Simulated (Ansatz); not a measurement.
GaP (model structure, started from the BeO type, P4₂/mnm, No. 136, 8 atoms in the cell): properties by level of theory

| level (code) | lattice parameter a (Å) | c axis length (Å) | cohesive energy (eV/atom) | band gap (eV) |
|---|---|---|---|---|
| LDA (Ansatz) | [?] | [?] | 4.25 | [?] |
| r²SCAN (Ansatz) | 6.656 | [?] | 3.55 | [?] |
| r²SCAN+rVV10 (Ansatz) | 6.633 | [?] | [?] | 1.40 |

Task: Fill in the missing entries.

Result: 
- LDA (Ansatz, an electronic-structure program), lattice parameter a (Å): 6.585
- LDA (Ansatz), c axis length (Å): 3.814
- LDA (Ansatz), band gap (eV): 1.00
- r²SCAN (Ansatz), c axis length (Å): 3.858
- r²SCAN (Ansatz), band gap (eV): 1.43
- r²SCAN+rVV10 (Ansatz), c axis length (Å): 3.851
- r²SCAN+rVV10 (Ansatz), cohesive energy (eV/atom): 3.71

Computed values are for a static lattice. Levels without +SOC have no spin–orbit coupling; where heavier elements are present it shifts gaps, mostly down, and can invert bands.  Each level is taken at its own relaxed cell. Cutoffs differ between the levels. Ansatz's density-functional and Hartree–Fock values are scalar-relativistic unless marked +SOC, with PAW data made under PBE.

Ansatz's density-functional and Hartree–Fock values are scalar-relativistic unless marked +SOC, with PAW data made under PBE.

Free atoms are spin-polarised, in the lowest state found; at levels without +SOC their spin–orbit coupling is left out.

The computed numbers hold no vibrational or temperature effects.

A model structure was made by putting elements into a prototype or built by hand; it is no filed structure, need not be a known phase, and can be a saddle point held by its symmetry.
